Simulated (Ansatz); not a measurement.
Functionals compared on CO on the 1x1 (111) surface of fcc Cu, one in a 2x2 cell, started at the site 'hollow Cu-Cu-Cu over Cu at depth 4.1 Å', in Ansatz (plane waves, PAW). The structure was relaxed with PBE; the other rows are single points on it, each with its references at the same level. Cutoff 420 eV (500 eV for r2SCAN).

Set-up: 18 atoms, 6.2 Å thick at the start under the adsorbate (thin: gaps and levels are the slab's own); mesh 6x6x1; 0.1 eV smearing; dipole correction on; 8 atoms held, the rest relaxed; symmetry of the start imposed; no spin, no spin-orbit, no U, no dispersion correction. At the end it is bonded to 3 Cu. In PBE it is, or lies within 0.03 eV of, the lowest of the starts that converged. These notes are the PBE run's. Adsorption energies are against CO(g). A negative adsorption energy means that the adsorbate is more stable on the surface than in its reference.

```json
[
 {"functional": "PBE", "adsorption energy (eV)": "-0.75", "work function of the top face (eV)": "5.43", "change of the work function (eV)": "0.66", "rough cost of the single point": "–"},
 {"functional": "RPBE", "adsorption energy (eV)": "…", "work function of the top face (eV)": "…", "change of the work function (eV)": "…", "rough cost of the single point": "about 90 core-seconds (a rough figure)"},
 {"functional": "r2SCAN", "adsorption energy (eV)": "-0.87", "work function of the top face (eV)": "5.51", "change of the work function (eV)": "0.71", "rough cost of the single point": "very roughly 3 core-minutes"}
]
```

Question: What belongs in the gaps?

Answer: 
- RPBE, adsorption energy (eV): -0.38
- RPBE, work function of the top face (eV): 5.30
- RPBE, change of the work function (eV): 0.70

Ansatz is a quantum-chemistry and plane-wave program.
